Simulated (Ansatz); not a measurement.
Consider interstitial H in rock-salt TaC, neutral cell. Computed with PBE, PAW (plane waves to 420 eV; Ansatz, an electronic-structure program).

Settings: 64 host sites, the relaxed PBE lattice, a 3×3×3 k-point mesh shifted by half a step, smearing 0.10 eV, spin-restricted, no image-charge correction. Energies are static. Spin-orbit coupling is left out. Sites that were not tried may lie lower.

Barriers: single points on a 4×4×4 k-point mesh shifted by half a step at the bands' geometries.

Relaxed starting cell (atoms counted from 1):

```
CELL_PARAMETERS angstrom
      8.95120     0.00000     0.00000
      0.00000     8.95120     0.00000
      0.00000     0.00000     8.95120
ATOMIC_POSITIONS crystal
  Ta 0.99917 0.99966 0.00034
  Ta 0.99953 0.00005 0.50022
  Ta 0.99965 0.49953 0.00069
  Ta 0.99821 0.50006 0.50069
  Ta 0.49899 0.00014 0.00069
  Ta 0.49955 0.99872 0.50070
  Ta 0.49955 0.50008 0.99917
  Ta 0.50110 0.50163 0.50239
  C  0.24888 0.00022 0.00088
  C  0.24945 0.00042 0.50033
  C  0.24955 0.49971 0.00105
  C  0.24986 0.50003 0.50066
  C  0.74902 0.99933 0.99992
  C  0.74976 0.00081 0.49953
  C  0.74983 0.49891 0.00144
  C  0.75024 0.50042 0.50110
  Ta 0.00012 0.25015 0.25078
  Ta 0.00106 0.24862 0.75032
  Ta 0.00107 0.74967 0.24937
  Ta 0.00371 0.74969 0.75035
  Ta 0.49897 0.25067 0.25126
  Ta 0.49814 0.24907 0.75033
  Ta 0.49819 0.74966 0.24974
  Ta 0.48545 0.75437 0.75490
  C  0.24956 0.25008 0.25072
  C  0.24959 0.25011 0.75071
  C  0.24957 0.75010 0.25077
  C  0.24730 0.75029 0.75097
  C  0.74959 0.25009 0.25078
  C  0.74979 0.24781 0.75098
  C  0.74980 0.75031 0.24859
  C  0.75258 0.75308 0.75376
  Ta 0.24963 0.00063 0.25078
  Ta 0.24813 0.00159 0.75031
  Ta 0.25015 0.49949 0.25128
  Ta 0.24853 0.49864 0.75032
  Ta 0.74916 0.00159 0.24937
  Ta 0.74916 0.00417 0.75035
  Ta 0.74912 0.49871 0.24973
  Ta 0.75386 0.48597 0.75492
  C  0.99968 0.00019 0.25006
  C  0.99874 0.99925 0.75023
  C  0.99991 0.49969 0.25063
  C  0.00034 0.49882 0.75093
  C  0.49918 0.00043 0.25063
  C  0.49831 0.00087 0.75093
  C  0.49954 0.50006 0.25094
  C  0.49994 0.50047 0.75136
  Ta 0.24963 0.25015 0.00128
  Ta 0.25011 0.25061 0.50011
  Ta 0.24824 0.74971 0.00237
  Ta 0.24860 0.74968 0.49924
  Ta 0.74920 0.24875 0.00236
  Ta 0.74914 0.24913 0.49925
  Ta 0.74925 0.74976 0.00491
  Ta 0.75366 0.75419 0.48686
  C  0.99971 0.24939 0.00088
  C  0.99990 0.24996 0.50033
  C  0.99881 0.74954 0.99991
  C  0.00029 0.75027 0.49954
  C  0.49920 0.25006 0.00106
  C  0.49951 0.25038 0.50066
  C  0.49840 0.75035 0.00144
  C  0.49989 0.75076 0.50110
  H  0.67785 0.67832 0.67967
```

End state 1 differs by these moves (Å; atoms that move under 0.08 Å are left out):

```tsv
atom	element	Δx	Δy	Δz
24	Ta	0.11	-0.03	-0.02
40	Ta	-0.03	0.11	-0.02
56	Ta	-0.02	-0.02	0.11
65	H	-0.48	-0.48	-0.48
```

Task: Estimate the forward and backward barriers to end state 1 that PBE, PAW returns for this input.

Result: forward 0.38 eV, backward 0.044 eV; at the saddle point atom 65 has neighbours C at 1.70, 3 C at 2.10; 3 Ta at 1.91 Å. The saddle point's order was not checked, and it lies on a symmetry element of the cell, where a band can be held.
